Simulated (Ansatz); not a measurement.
We consider B20 (FeSi-type) FeGe, described by PBEsol in Ansatz (plane waves, PAW).

Run with plane-wave cutoff 520 eV, 14×14×14 k mesh, Fermi–Dirac smearing 0.013 eV (set by the program), spin-polarised with parallel moments, scalar-relativistic PAW data made under PBE.

Cell (relaxed at this level):

FeGe has the cubic space group P2₁3 (No. 198), Pearson symbol cP8. Lattice parameters: a = 4.597 Å, b = 4.597 Å, c = 4.597 Å, α = 90.00°, β = 90.00°, γ = 90.00°. Fe on 4a has 4 Ge at 2.342–2.395 Å and 3 Ge at 2.581 Å. Ge on 4a is coordinated by 4 Fe at 2.342–2.395 Å and 3 Fe at 2.581 Å and 6 Ge at 2.847 Å. (Neighbours: up to the widest gap in distance over summed covalent radii, below 1.35, at either atom; cation-cation and far metal-metal contacts left out.)

Problem. What does this level give for the elastic constant C44, Voigt–Reuss–Hill shear modulus (Hill average), elastic constant C11, Voigt–Reuss–Hill bulk modulus and elastic constant C12?

Solution. 
elastic constant C44: 107 GPa
Voigt–Reuss–Hill shear modulus (Hill average): 95.4 GPa
elastic constant C11: 292 GPa
Voigt–Reuss–Hill bulk modulus: 186 GPa
elastic constant C12: 132 GPa

Note: the collinear magnetic order is the start's and need not be the measured one.

Elastic constants are with the ions relaxed.

Cost on a shared machine: very roughly 11 core-hours.

Ansatz is a first-principles code.
